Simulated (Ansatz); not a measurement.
Input:

```yaml
crystal:
  lattice:
    - [0.00000, 0.00000, -2.50907]
    - [-1.27066, 1.79698, -1.25454]
    - [1.27066, 1.79698, -1.25454]
  atoms:
    - { symbol: C, position: [0.50013, 0.49987, 0.49987] }
    - { symbol: C, position: [0.74987, 0.75013, 0.75013] }
```

No spin polarisation.

All numbers come from PBEsol, PAW, 420 eV (Ansatz, a program for electronic structure; no SOC). k-mesh 16×16×16 (Γ-centred); smearing 0.05 eV (Fermi–Dirac).

**Question.** Estimate the gap character.

**Answer.** Indirect, Γ → k = (3/8, 0, 3/8) in the run's primitive reciprocal basis.

**Question.** What is the computed smallest direct gap?

**Answer.** 5.25 eV.

A biaxial case was relaxed in a doubled cell and then solved in the primitive one. The cells carry an imposed strain or load. Whether these cells are dynamically stable was not tested. The cell was made from C in the diamond structure (space group Fd-3m, No. 227) by this change: biaxial strain +1.13 %, plane normal [110], relaxed out of plane.
